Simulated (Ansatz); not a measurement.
This Ansatz (a quantum-chemistry and plane-wave program) input is the reference run, Li in the bcc (W type) structure (space group Im-3m, No. 229; relaxed with 0.1 eV smearing), computed with Kohn–Sham DFT with the r2SCAN functional, run in Ansatz with PAW and 500 eV plane waves, spin-orbit coupling left out, earlier PAW set:

Ansatz 0.2 input:
```yaml
crystal:
  lattice:
    - [-1.7381416214, 1.7381416214, 1.7381416214]
    - [1.7381416214, -1.7381416214, 1.7381416214]
    - [1.7381416214, 1.7381416214, -1.7381416214]
  atoms:
    - { symbol: Li, position: [0, 0, 0] }
basis: { ecutwfc: 500, ecutrho_ratio: 4, xc_grid: 4, fft_grid_basis: typed }
kpoints: { mp_grid: { grid: [27, 27, 27] } }
hamiltonian:
  xc: r2scan
  dispersion: none
  pseudopotentials: { azcp: { folder: ./paw }, kind: paw }
scf: { occupations: { method: fermi_dirac, width: 0.1 } }
relax: { f_tol: 0.005, max_steps: 30, cell: { stress_tol: 0.01 } }
output: { forces: true, stress: true }
checkpoint: { write: state.ck, write_every: 1000 }
```

Question: Write the input for this change: uniaxial stress, 3 GPa tension along z; all other stress components relax to zero.

Answer: 
Ansatz 0.2 input:
```yaml
crystal:
  lattice:
    - [-1.7381416214, 1.7381416214, 1.7381416214]
    - [1.7381416214, -1.7381416214, 1.7381416214]
    - [1.7381416214, 1.7381416214, -1.7381416214]
  atoms:
    - { symbol: Li, position: [0, 0, 0] }
basis: { ecutwfc: 500, ecutrho_ratio: 4, xc_grid: 4, fft_grid_basis: typed }
kpoints: { mp_grid: { grid: [27, 27, 27] } }
hamiltonian:
  xc: r2scan
  dispersion: none
  pseudopotentials: { azcp: { folder: ./paw }, kind: paw }
scf: { occupations: { method: fermi_dirac, width: 0.1 } }
relax: { f_tol: 0.005, max_steps: 50, cell: { stress_tol: 0.01, sigma_target: [0, 0, -3, 0, 0, 0] } }
output: { forces: true, stress: true }
checkpoint: { write: state.ck, write_every: 1000 }
```
This is the input that was run.

Load acts through the strain it causes; cell and atoms are relaxed under it. sigma_target is in GPa, compression positive, in the order xx, yy, zz, yz, xz, xy. Beyond what the load breaks, stability against distortions was not tested. Under uniaxial stress, 3 GPa tension along z the cell changed shape so far that it is another structure.
